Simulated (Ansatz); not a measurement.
## NbC (Fm-3m): band-structure transport figures

Data:

```
CELL_PARAMETERS angstrom
      0.00000     2.22470     2.22470
      2.22470     0.00000     2.22470
      2.22470     2.22470     0.00000
ATOMIC_POSITIONS crystal
  Nb 0.00000 0.00000 0.00000
  C  0.50000 0.50000 0.50000
```

Computed with PBEsol, rigid bands (plane waves, PAW, scalar-relativistic; Ansatz, a quantum-chemistry and plane-wave program). Cell: cell and atoms relaxed with PBEsol.

```json
{
 "density of states at the Fermi level": "0.715 states/(eV·cell), both spins",
 "bare Sommerfeld coefficient": "0.84 mJ/(mol of atoms·K²)",
 "drude_plasma_energy": "7.6 eV",
 "root-mean-square Fermi velocity": "8.2e5 m/s",
 "resistivity times τ": "8.5 ×10⁻²² Ω·m·s"
}
```

A metal at this level (no band gap); rigid bands, thermally averaged at 300 K, both spins. Spin-orbit coupling is left out. τ is one relaxation time for all states.
